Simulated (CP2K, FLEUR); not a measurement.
A FLEUR input for a self-consistent single point of CaSnF6 (Fm-3m, 8 atoms in the cell) (DFT, PBEsol, all-electron FLAPW (FLEUR), scalar-relativistic valence):

Input of the input generator:

```
CaSnF6
&input film=f /
0.0000000000 7.9726127903 7.9726127903
7.9726127903 0.0000000000 7.9726127903
7.9726127903 7.9726127903 -0.0000000000
1.0
1.0 1.0 1.0

8
20 0.0000000000 0.0000000000 0.0000000000
50 0.5000000000 0.5000000000 0.5000000000
9 0.7339400000 0.7339400000 0.2660600000
9 0.2660600000 0.2660600000 0.7339400000
9 0.2660600000 0.7339400000 0.7339400000
9 0.7339400000 0.2660600000 0.2660600000
9 0.7339400000 0.2660600000 0.7339400000
9 0.2660600000 0.7339400000 0.2660600000

&comp jspins=1 /
&exco xctyp='PBEs' /
&kpt div1=5 div2=5 div3=5 /
&end /
```

```xml
<?xml version="1.0" encoding="UTF-8" standalone="no"?>
<fleurInput fleurInputVersion="0.39">
   <comment>
      CaSnF6                                                                                              
   </comment>
   <calculationSetup>
      <cutoffs Kmax="4.8" Gmax="14.4" GmaxXC="14.4" numbands="0"/>
      <scfLoop itmax="80" minDistance="0.00001" maxIterBroyd="99" imix="Anderson" alpha="0.05" precondParam="0.0" spinf="2.0"/>
      <coreElectrons ctail="T" frcor="F" kcrel="0" coretail_lmax="0"/>
      <xcFunctional name="PBEs" relativisticCorrections="F"/>
      <magnetism jspins="1"/>
      <soc l_soc="F" theta="0.0" phi="0.0" spav="F"/>
      <expertModes spex="0" secvar="F"/>
      <geometryOptimization l_f="T" forcealpha="1.0" forcemix="BFGS" epsdisp="0.00001" epsforce="0.00001"/>
      <ldaU l_linMix="F" mixParam="0.05" spinf="1.0"/>
   </calculationSetup>
   <cell>
      <bzIntegration valenceElectrons="66.0" mode="hist" fermiSmearingEnergy="0.00183747">
         <kPointListSelection listName="default-1"/>
         <!-- k-points included here -->
         <xi:include xmlns:xi="http://www.w3.org/2001/XInclude" href="kpts.xml"> </xi:include>
      </bzIntegration>
      <!-- symmetry operations included here -->
      <xi:include xmlns:xi="http://www.w3.org/2001/XInclude" href="sym.xml"> </xi:include>
      <bulkLattice scale="1.0">
         <bravaisMatrix>
            <row-1>    0.0000000000000000     7.9726127903000004     7.9726127903000004</row-1>
            <row-2>    7.9726127903000004     0.0000000000000000     7.9726127903000004</row-2>
            <row-3>    7.9726127903000004     7.9726127903000004     0.0000000000000000</row-3>
         </bravaisMatrix>
      </bulkLattice>
   </cell>
   <atomSpecies>
      <species name="Calcium (Ca)" element="Ca" atomicNumber="20">
         <mtSphere radius="2.63" gridPoints="925" logIncrement="0.013"/>
         <atomicCutoffs lmax="10" lnonsphr="8"/>
         <electronConfig flipSpins="F">
            <coreConfig>(1s1/2) (2s1/2) (2p1/2) (2p3/2)</coreConfig>
            <valenceConfig>(3s1/2) (3p1/2) (3p3/2) (4s1/2)</valenceConfig>
         </electronConfig>
         <energyParameters s="4" p="4" d="3" f="4"/>
         <lo type="SCLO" l="0" n="3" eDeriv="0"/>
         <lo type="SCLO" l="1" n="3" eDeriv="0"/>
      </species>
      <species name="Tin (Sn)" element="Sn" atomicNumber="50">
         <mtSphere radius="2.18" gridPoints="767" logIncrement="0.017"/>
         <atomicCutoffs lmax="8" lnonsphr="6"/>
         <electronConfig flipSpins="F">
            <coreConfig>(1s1/2) (2s1/2) (2p1/2) (2p3/2) (3s1/2) (3p1/2) (3p3/2) (4s1/2) (3d3/2) (3d5/2) (4p1/2) (4p3/2)</coreConfig>
            <valenceConfig>(5s1/2) (4d3/2) (4d5/2) (5p1/2) (5p3/2)</valenceConfig>
            <stateOccupation state="(5p1/2)" spinUp="0.3333333333333" spinDown="0.3333333333333"/>
            <stateOccupation state="(5p3/2)" spinUp="0.6666666666667" spinDown="0.6666666666667"/>
         </electronConfig>
         <energyParameters s="5" p="5" d="5" f="4"/>
         <lo type="SCLO" l="2" n="4" eDeriv="0"/>
      </species>
      <species name="Fluorine (F)" element="F" atomicNumber="9">
         <mtSphere radius="1.23" gridPoints="433" logIncrement="0.024"/>
         <atomicCutoffs lmax="6" lnonsphr="4"/>
         <electronConfig flipSpins="F">
            <coreConfig>(1s1/2)</coreConfig>
            <valenceConfig>(2s1/2) (2p1/2) (2p3/2)</valenceConfig>
            <stateOccupation state="(2p1/2)" spinUp="0.8333333333333" spinDown="0.8333333333333"/>
            <stateOccupation state="(2p3/2)" spinUp="1.6666666666667" spinDown="1.6666666666667"/>
         </electronConfig>
         <energyParameters s="2" p="2" d="3" f="4"/>
      </species>
   </atomSpecies>
   <atomGroups>
      <atomGroup species="Calcium (Ca)">
         <relPos label="                   1">.0000000000 .0000000000 .0000000000</relPos>
         <force calculate="T" relaxXYZ="TTT"/>
      </atomGroup>
      <atomGroup species="Tin (Sn)">
         <relPos label="                   2">1.000/2.000 1.000/2.000 1.000/2.000</relPos>
         <force calculate="T" relaxXYZ="TTT"/>
      </atomGroup>
      <atomGroup species="Fluorine (F)">
         <relPos label="                   3">-.2660600000 -.2660600000 .2660600000</relPos>
         <relPos label="                   4">.2660600000 .2660600000 -.2660600000</relPos>
         <relPos label="                   5">.2660600000 -.2660600000 -.2660600000</relPos>
         <relPos label="                   6">-.2660600000 .2660600000 .2660600000</relPos>
         <relPos label="                   7">-.2660600000 .2660600000 -.2660600000</relPos>
         <relPos label="                   8">.2660600000 -.2660600000 .2660600000</relPos>
         <force calculate="T" relaxXYZ="TTT"/>
      </atomGroup>
   </atomGroups>
   <output dos="F" band="F" slice="F">
      <checks vchk="F" cdinf="F"/>
      <bandDOS minEnergy="-.5*Htr" maxEnergy="0.5*Htr" sigma="0.015" storeEVData="T"/>
      <vacuumDOS vacdos="F" integ="F" star="F" nstars="0" locx1="0.0" locy1="0.0" locx2="0.0" locy2="0.0" nstm="0" tworkf="0.0"/>
      <unfoldingBand unfoldBand="F" supercellX="1" supercellY="1" supercellZ="1"/>
      <plotting iplot="0" polar="F">
         <plot TwoD="T" vec1="  1.0  0.0  0.0" vec2="  0.0  1.0  0.0" vec3="  0.0  0.0  1.0" zero="  0.0  0.0  0.0" file="plot"/>
      </plotting>
      <chargeDensitySlicing numkpt="0" minEigenval="0.0" maxEigenval="0.0" nnne="0" pallst="F"/>
      <specialOutput eonly="F"/>
      <magneticCircularDichroism mcd="F" energyLo="-10.0" energyUp="0.0"/>
   </output>
  <!-- We include the file relax.xml here to enable relaxations (see documentation) -->
  <xi:include xmlns:xi="http://www.w3.org/2001/XInclude" href="relax.xml"> <xi:fallback/> </xi:include>
</fleurInput>
```

**Question.** Give the CP2K input for the same structure, mesh, smearing and functional.

**Answer.** This is the input that was run; spellings and numerical settings could be chosen otherwise.

```
&GLOBAL
  PROJECT casnf6
  RUN_TYPE ENERGY_FORCE
  PRINT_LEVEL LOW
&END GLOBAL
&FORCE_EVAL
  METHOD Quickstep
  STRESS_TENSOR ANALYTICAL
  &DFT
    BASIS_SET_FILE_NAME BASIS_MOLOPT
    POTENTIAL_FILE_NAME GTH_POTENTIALS
    &QS
      METHOD GPW
      EPS_DEFAULT 1E-10
    &END QS
    &MGRID
      CUTOFF 550
      REL_CUTOFF 60
      NGRIDS 5
    &END MGRID
    &SCF
      SCF_GUESS ATOMIC
      EPS_SCF 1E-7
      MAX_SCF 100
      ADDED_MOS 10
      &DIAGONALIZATION
        ALGORITHM STANDARD
      &END DIAGONALIZATION
      &MIXING
        METHOD BROYDEN_MIXING
        ALPHA 0.2
        NBUFFER 10
      &END MIXING
      &SMEAR ON
        METHOD FERMI_DIRAC
        ELECTRONIC_TEMPERATURE [K] 580.23
      &END SMEAR
    &END SCF
    &KPOINTS
      SCHEME MONKHORST-PACK 5 5 5
    &END KPOINTS
    &XC
      &XC_FUNCTIONAL
        &PBE
          PARAMETRIZATION PBESOL
        &END PBE
      &END XC_FUNCTIONAL
    &END XC
    &PRINT
      &MO
        EIGENVALUES T
        OCCUPATION_NUMBERS T
        NDIGITS 8
        FILENAME mo
        &EACH
          QS_SCF 0
        &END EACH
        ADD_LAST NUMERIC
      &END MO
      &MULLIKEN OFF
      &END MULLIKEN
    &END PRINT
  &END DFT
  &SUBSYS
    &CELL
      A 5.96646100 0.00000000 0.00000000
      B 2.98323000 5.16710700 0.00000000
      C 2.98323000 1.72236900 4.87159500
      PERIODIC XYZ
    &END CELL
    &COORD
      SCALED
      Ca       0.00000000     0.00000000     0.00000000
      Sn       0.50000000     0.50000000     0.50000000
      F        0.73394000     0.73394000     0.26606000
      F        0.26606000     0.26606000     0.73394000
      F        0.26606000     0.73394000     0.73394000
      F        0.73394000     0.26606000     0.26606000
      F        0.73394000     0.26606000     0.73394000
      F        0.26606000     0.73394000     0.26606000
    &END COORD
    &KIND Ca
      BASIS_SET DZVP-MOLOPT-SR-GTH-q10
      POTENTIAL GTH-PBE-q10
    &END KIND
    &KIND Sn
      BASIS_SET DZVP-MOLOPT-SR-GTH-q4
      POTENTIAL GTH-PBE-q4
    &END KIND
    &KIND F
      BASIS_SET DZVP-MOLOPT-SR-GTH-q7
      POTENTIAL GTH-PBE-q7
    &END KIND
  &END SUBSYS
  &PRINT
    &FORCES ON
    &END FORCES
    &STRESS_TENSOR ON
    &END STRESS_TENSOR
  &END PRINT
&END FORCE_EVAL
```

Basis, cutoffs, solver keys and any potentials are the target program's own. This input uses DFT PBEsol, GPW, DZVP-MOLOPT-SR-GTH basis, GTH-PBE potentials (GTH_POTENTIALS).

The starting cell comes from a database of computed structures (which also holds hypothetical and non-ambient phases and stackings), without a prior relaxation at this level.
